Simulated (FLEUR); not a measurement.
Band structure of LaNi2 (Fd-3m, 6 atoms in the cell).

```
LaNi2
1.0
    0.00000     3.65314     3.65314
    3.65314     0.00000     3.65314
    3.65314     3.65314     0.00000
La Ni
2 4
Direct
  0.75000   0.75000   0.75000
  0.50000   0.50000   0.50000
  0.12500   0.12500   0.62500
  0.12500   0.62500   0.12500
  0.12500   0.12500   0.12500
  0.62500   0.12500   0.12500
```

Level of theory: PBEsol, all-electron FLAPW (FLEUR), scalar-relativistic valence run with FLEUR.

Settings: Kmax = 3.8 1/bohr; GmaxXC = 15.2 1/bohr; xcFunctional = PBEs; jspins = 1; l_soc = F; mode = hist; fermiSmearingEnergy = 0.00999582 Htr; mesh (inpgen div1-3) = 8 8 8; inpgen gamma flag = true; Gmax = 15.2 1/bohr; numbands = 0; maxIterBroyd = 15; imix = Anderson; alpha = 0.05.

The starting cell comes from a database of computed structures (which also holds hypothetical and non-ambient phases and stackings), without a prior relaxation at this level. Spin polarisation is off. Values depend on the basis (sphere radii, cutoffs, local orbitals), which need not be converged.

Levels in eV from the Fermi level, bands 40 to 47:
| point | 40 | 41 | 42 | 43 | 44 | 45 | 46 | 47 |
|---|---|---|---|---|---|---|---|---|
| Γ | -1.16 | -0.30 | -0.30 | -0.30 | 0.23 | 0.55 | 0.55 | 0.55 |
| X | -1.10 | -1.08 | -1.08 | 0.44 | 0.44 | 0.75 | 0.75 | 1.40 |
| W | -1.25 | -0.93 | -0.93 | 0.36 | 0.36 | 0.91 | 0.91 | 1.55 |
| K | -1.30 | -1.03 | -0.87 | -0.03 | 0.56 | 0.97 | 1.21 | 1.33 |
| L | -1.00 | -1.00 | -0.30 | 0.04 | 0.04 | 0.51 | 0.75 | 0.75 |
| U | -1.30 | -1.03 | -0.87 | -0.03 | 0.56 | 0.97 | 1.21 | 1.33 |
